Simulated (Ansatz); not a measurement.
The structure below was relaxed with Ansatz (a first-principles code), PBE-D3(BJ), PAW, cutoff 420 eV, scalar-relativistic without spin-orbit coupling.

Space group P-3m1 (No. 164); a = 3.3606 Å, b = 3.3606 Å, c = 5.5225 Å, α = 90.00°, β = 90.00°, γ = 120.00°

```
atom  site  symmetry       x       y       z
----  ----  --------  ------  ------  ------
Ti      1a      -3m.  0.0000  0.0000  0.0000
S       2d       3m.  0.3333  0.6667  0.2586
```

**Question.** Write out a cell with all atoms.

**Answer.** 
```cif
data_S2Ti
_chemical_formula_sum 'Ti1 S2'
_space_group_name_H-M_alt 'P 1'
_space_group_IT_number 1
_cell_length_a 3.36058
_cell_length_b 3.36058
_cell_length_c 5.52247
_cell_angle_alpha 90.000
_cell_angle_beta 90.000
_cell_angle_gamma 120.000
loop_
_space_group_symop_operation_xyz
  'x, y, z'
loop_
_atom_site_label
_atom_site_type_symbol
_atom_site_fract_x
_atom_site_fract_y
_atom_site_fract_z
_atom_site_occupancy
Ti1 Ti 0.00000 0.00000 0.00000 1
S1 S 0.33333 0.66667 0.25856 1
S2 S 0.66667 0.33333 0.74144 1
```
This is the conventional cell.

Whether these cells are dynamically stable was not tested. All final runs are without spin polarisation. The cell was made from ZrS2 by this change: Zr → Ti.
